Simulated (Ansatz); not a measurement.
Pressure series in SiC

Start from SiC in the zinc blende structure (space group F-43m, No. 216; a = 4.380 Å).

Cell and atoms are relaxed at each pressure.

The values are results of DFT with PBE, PAW potentials and a 420 eV plane-wave cutoff in Ansatz (a program for electronic structure), no SOC, not measurements.

```tsv
change	width of the top valence band	band gap	volume per atom
base	4.63 eV	1.37 eV	10.50 Å³
pressure −2 GPa	4.59 eV	1.38 eV	10.60 Å³
pressure −1 GPa	4.61 eV	1.38 eV	10.55 Å³
pressure 0.9 GPa	4.64 eV	1.37 eV	10.46 Å³
pressure 2.1 GPa	4.66 eV	1.36 eV	10.40 Å³
pressure 4.5 GPa	4.70 eV	1.35 eV	10.29 Å³
pressure 9 GPa	4.78 eV	1.34 eV	10.10 Å³
pressure 15 GPa	4.87 eV	1.31 eV	9.87 Å³
pressure 22.5 GPa	4.98 eV	1.29 eV	9.61 Å³
pressure 30 GPa	5.07 eV	1.26 eV	9.38 Å³
```

Load acts through the strain it causes; cell and atoms are relaxed under it. Whether these cells are dynamically stable was not tested. Competing high-pressure phases were not computed.
